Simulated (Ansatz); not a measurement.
## A computed series for Y: response to strain

Take Y in the hcp (Mg type) structure (space group P6_3/mmc, No. 194; a = 3.652 Å, c = 5.703 Å; relaxed with 0.1 eV smearing) as the base. Axes: x lies along a and z along c of the hexagonal cell.

Strains are applied to the cell and any free atomic positions relax; under biaxial strain the out-of-plane vector relaxes too.

Computed with PBE (Ansatz, a first-principles code), no spin-orbit coupling.

Notes on the quantities. in-plane stress: mean in-plane stress (compression positive).

```json
[
 {"variant": "base", "out-of-plane strain": "–", "in-plane stress": "–", "shortest interatomic distance": "3.546 Å"},
 {"variant": "biaxial strain −2.00 %, plane normal [001], relaxed out of plane", "out-of-plane strain": "+1.15 %", "in-plane stress": "+1.8 GPa", "shortest interatomic distance": "3.548 Å"},
 {"variant": "biaxial strain −1.50 %, plane normal [001], relaxed out of plane", "out-of-plane strain": "+0.85 %", "in-plane stress": "+1.4 GPa", "shortest interatomic distance": "3.547 Å"},
 {"variant": "biaxial strain −1.00 %, plane normal [001], relaxed out of plane", "out-of-plane strain": "+0.55 %", "in-plane stress": "+0.9 GPa", "shortest interatomic distance": "3.547 Å"},
 {"variant": "biaxial strain −0.50 %, plane normal [001], relaxed out of plane", "out-of-plane strain": "+0.27 %", "in-plane stress": "+0.4 GPa", "shortest interatomic distance": "3.546 Å"},
 {"variant": "biaxial strain +0.50 %, plane normal [001], relaxed out of plane", "out-of-plane strain": "-0.26 %", "in-plane stress": "-0.4 GPa", "shortest interatomic distance": "3.547 Å"},
 {"variant": "biaxial strain +1.00 %, plane normal [001], relaxed out of plane", "out-of-plane strain": "-0.53 %", "in-plane stress": "-0.9 GPa", "shortest interatomic distance": "3.547 Å"},
 {"variant": "biaxial strain +1.50 %, plane normal [001], relaxed out of plane", "out-of-plane strain": "-0.78 %", "in-plane stress": "-1.3 GPa", "shortest interatomic distance": "3.548 Å"},
 {"variant": "biaxial strain +2.00 %, plane normal [001], relaxed out of plane", "out-of-plane strain": "-1.04 %", "in-plane stress": "-1.7 GPa", "shortest interatomic distance": "3.548 Å"},
 {"variant": "biaxial strain +3.00 %, plane normal [001], relaxed out of plane", "out-of-plane strain": "…", "in-plane stress": "…", "shortest interatomic distance": "…"}
]
```

Q: Some entries are withheld; estimate them.

A: 
- biaxial strain +3.00 %, plane normal [001], relaxed out of plane, out-of-plane strain: -1.53 %
- biaxial strain +3.00 %, plane normal [001], relaxed out of plane, in-plane stress: -2.4 GPa
- biaxial strain +3.00 %, plane normal [001], relaxed out of plane, shortest interatomic distance: 3.550 Å

Stability against distortions was not tested. The final runs are not spin-polarised.
